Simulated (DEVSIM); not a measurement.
Structure: Ni/SiO2/p-InP capacitor, at 400 K.

Layer 1 from the left is SiO2, thickness (nm) 7.60. Layer 2 from the left is InP, thickness (nm) 1100, Na (cm⁻³) 3.2e17.

Metal gate on the left, work function 5.1 eV. Fixed charge at the semiconductor interface 0 cm⁻² (in units of +e); no interface traps.

This is a model device: material constants are rounded textbook-type values typed into the input, and sizes, dopings and lifetimes were drawn at random. Values at 300 K; Nc and Nv go as T^1.5, mobilities as T to minus their exponent, the gap by Varshni's rule with the affinity fixed.

SiO2: gap (eV) 9, affinity (eV) 0.9, permittivity 3.9. InP: gap (eV) 1.344, affinity (eV) 4.38, permittivity 12.5, Nc (cm⁻³) 5.7e17, Nv (cm⁻³) 1.1e19, Varshni α (eV/K) 0.000363, Varshni β (K) 162.

DEVSIM, 1D Poisson equation in equilibrium, Boltzmann statistics, complete ionisation; no quantum confinement or tunnelling. Metal contacts follow the ideal Schottky-Mott rule: no Fermi-level pinning, no interface dipoles.

### Question
What does the simulation give for the flat-band voltage, the minimum of the low-frequency capacitance?

### Answer
flat-band voltage -0.45 V; minimum of the low-frequency capacitance 0.127 μF/cm².
